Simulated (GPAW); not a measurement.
Checking a run of GPAW on Na3Tl (Fm-3m, 4 atoms in the cell). The aim is a self-consistent single point with DFT LDA (Perdew-Wang 92), plane waves, GPAW PAW datasets LDA (gpaw-data 1.0.1).

Input:

```python
from ase import Atoms
from ase.units import GPa
from gpaw import GPAW, PW

atoms = Atoms(['Na', 'Na', 'Na', 'Tl'],
              cell=[[0.000000, 3.895655, 3.895655],
                    [3.895655, 0.000000, 3.895655],
                    [3.895655, 3.895655, 0.000000]],
              scaled_positions=[[0.250000, 0.250000, 0.250000],
                                [0.750000, 0.750000, 0.750000],
                                [0.500000, 0.500000, 0.500000],
                                [0.000000, 0.000000, 0.000000]],
              pbc=True)

calc = GPAW(mode=PW(200),
            xc='LDA',
            kpts={'size': (8, 8, 8), 'gamma': True},
            occupations={'name': 'methfessel-paxton', 'width': 0.136, 'order': 1},
            nbands=-12,
            convergence={'density': 1e-05, 'energy': 1e-05},
            symmetry={'symmorphic': False, 'tolerance': 0.0005},
            maxiter=100,
            txt='-')

atoms.calc = calc

energy = atoms.get_potential_energy()
print('Energy (eV):', round(energy, 6))
forces = atoms.get_forces()
print('Forces (eV/Ang):')
print(forces.round(5))
stress = atoms.get_stress()
print('Stress (GPa, Voigt):', (stress / GPa).round(4))
```

Output, abridged:

```
Input parameters:
  convergence: {density: 1e-05,
                energy: 1e-05}
  kpts: {gamma: True,
         size: (8, 8, 8)}
  maxiter: 100
  mode: {ecut: 200.0,
         name: pw}
  nbands: -12
  occupations: {name: methfessel-paxton,
                order: 1,
                width: 0.136}
   [... lines left out ...]
  old densities: 5
  Damping of long wavelength oscillations: 50

Hamiltonian:
  XC and Coulomb potentials evaluated on a 36*36*36 grid
  External potential:
    NoExternalPotential

Number of atoms: 4
Number of atomic orbitals: 30
Number of bands in calculation: 29
Number of valence electrons: 34
Bands to converge: occupied

Density initialized from atomic densities
  29 bands from LCAO basis set

Atomic positions and initial magnetic moments

Positions:
   0 Na     1.947828    1.947828    1.947828    ( 0.0000,  0.0000,  0.0000)
   1 Na     5.843483    5.843483    5.843483    ( 0.0000,  0.0000,  0.0000)
   2 Na     3.895655    3.895655    3.895655    ( 0.0000,  0.0000,  0.0000)
   3 Tl     0.000000    0.000000    0.000000    ( 0.0000,  0.0000,  0.0000)

Unit cell:
           periodic     x           y           z      points  spacing
  1. axis:    yes    0.000000    3.895655    3.895655    18     0.2499
  2. axis:    yes    3.895655    0.000000    3.895655    18     0.2499
  3. axis:    yes    3.895655    3.895655    0.000000    18     0.2499

  Lengths:   5.509288   5.509288   5.509288
  Angles:   60.000000  60.000000  60.000000

Effective grid spacing dv^(1/3) = 0.2727
     iter     time        total  log10-change:
                         energy   eigst   dens
iter:   1 --:--:--    -6.628122
iter:   2 --:--:--    -6.588495   -2.89  -1.52
iter:   3 --:--:--    -6.490208   -2.20  -1.54
iter:   4 --:--:--    -6.454470   -4.05  -2.16
iter:   5 --:--:--    -6.411126   -3.15  -2.19
iter:   6 --:--:--    -6.411935   -4.11  -2.61
iter:   7 --:--:--    -6.409439   -4.28  -2.82
iter:   8 --:--:--    -6.409177   -5.35  -3.14
iter:   9 --:--:--    -6.409162c  -6.51  -3.67
iter:  10 --:--:--    -6.409169c  -6.58  -3.68
iter:  11 --:--:--    -6.409171c  -7.00  -4.01
iter:  12 --:--:--    -6.409172c  -7.42c -4.42
iter:  13 --:--:--    -6.409171c  -8.51c -4.46
iter:  14 --:--:--    -6.409171c  -8.53c -4.64
iter:  15 --:--:--    -6.409171c  -7.99c -4.48
iter:  16 --:--:--    -6.409171c -10.09c -4.81
iter:  17 --:--:--    -6.409171c  -8.82c -4.89
iter:  18 --:--:--    -6.409171c  -9.86c -5.02c
Converged after 18 iterations.

Dipole moment: (0.000000, 0.000000, 0.000000) |e|*Ang

Energy contributions relative to reference atoms: (reference = -562943.963151)

Kinetic:        +20.286201
Potential:      -18.363533
External:        +0.000000
XC:              -9.381678
Entropy (-ST):   +0.000666
Local:           +1.049395
SIC:             +0.000000
--------------------------
Free energy:     -6.408949
Extrapolated:    -6.409171

Showing only first 2 kpts
 Kpt  Band  Eigenvalues  Occupancy
  0    15      2.41083   -0.00013
  0    16      3.19681   -0.00000
  0    17      3.19681   -0.00000
  0    18      3.19693   -0.00000

  1    15      1.61357    2.00055
  1    16      2.85665   -0.00000
  1    17      2.85672   -0.00000
  1    18      4.15870   -0.00000

   [... lines left out ...]
Fermi level: 1.99431
No gap
   [... lines left out ...]
Energy (eV): -6.409171

Forces in eV/Ang:
  0 Na   -0.00000   -0.00000    0.00000
  1 Na    0.00000    0.00000    0.00000
  2 Na    0.00000    0.00000   -0.00000
  3 Tl    0.00000    0.00000   -0.00000

Stress tensor:
     0.028563     0.000000    -0.000000
     0.000000     0.028563    -0.000000
    -0.000000    -0.000000     0.028563
Stress (GPa, Voigt): [ 4.5764  4.5764  4.5764 -0.     -0.      0.    ]
```

Task: Can these results be used? Check the input.

Result: The run is not sound. The fault is a basis or grid far too coarse for these potentials. Far below the cutoff that the potentials were made for, the basis cannot represent the orbitals near the nuclei, and energies, forces and above all the stress go wrong. To fix it, restore the cutoff that the potentials need and check convergence. The run converged in 18 iterations without an error; against the sound input the free energy goes up by 399 meV/atom and the pressure goes from -1.30 to -4.58 GPa.

An input that runs soundly differs in these lines (not the only fix; some lines may just follow from the change or write a value another way):
```diff
-calc = GPAW(mode=PW(200),
+calc = GPAW(mode=PW(850),
```

With that input, the run converged in 21 iterations: free energy E − TS (from the program's reference atoms) -8.0049 eV; Fermi level (on the code's own zero) 1.99 eV; pressure -1.30 GPa (DFT LDA (Perdew-Wang 92), plane waves, GPAW PAW datasets LDA (gpaw-data 1.0.1)).

On the sound input: the starting cell comes from a database of computed structures (which also holds hypothetical and non-ambient phases and stackings), without a prior relaxation at this level. Spin-orbit coupling is off.
